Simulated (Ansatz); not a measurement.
# SiC under a change: uniaxial strain ε_xx = −2.40 %

The reference is SiC in the wurtzite structure (space group P6_3mc, No. 186; a = 3.0760 Å, c = 5.0478 Å). Axes: x lies along a and z along c of the hexagonal cell.

Now apply this change: uniaxial strain ε_xx = −2.40 %, all other strain components held at zero; the atoms relax in the strained cell.

Level of theory: Ansatz (a program for electronic structure), PBEsol, PAW, cutoff 420 eV, spin-orbit coupling left out. Γ-centred 12×12×7 mesh, Fermi–Dirac width 0.05 eV.

```csv
quantity,base,changed,shift
volume per atom,10.34 Å³,10.09 Å³,-0.25 Å³
space group,P6_3mc (No. 186),Cmc2_1 (No. 36),–
shortest interatomic distance,1.883 Å,1.862 Å,-0.021 Å
energy relative to the base (free energy F),0 meV/atom,+9.8 meV/atom,+9.8 meV/atom
"pressure (mean of the normal stresses, compression positive)",0.00 GPa,5.70 GPa,+5.70 GPa
band gap,2.12 eV,1.86 eV,-0.26 eV
gap character,–,"indirect, Γ → Σ₀",–
electron mass,"0.26 mₑ along c, 0.43 mₑ across (at K)","0.26 mₑ along z, 0.43 mₑ across (off the base's special points)",–
hole mass,–,"0.30 mₑ along x, 2.8 mₑ along y, 1.7 mₑ along z (at Γ)",–
"valence-band top at Γ (three highest levels, from the VBM)","0.00, 0.00, -0.11 eV","0.00, -0.23, -0.37 eV",–
largest internal atomic displacement,–,0.012 Å,–
"stress (xx, yy, zz, yz, xz, xy; compression positive)",–,"(12.85, 2.80, 1.44, 0.00, 0.00, 0.00) GPa",–
```

Masses are band curvatures over ±0.01 Å⁻¹ around the edge. Whether these cells are dynamically stable was not tested. k-point labels follow each cell's own Brillouin zone.
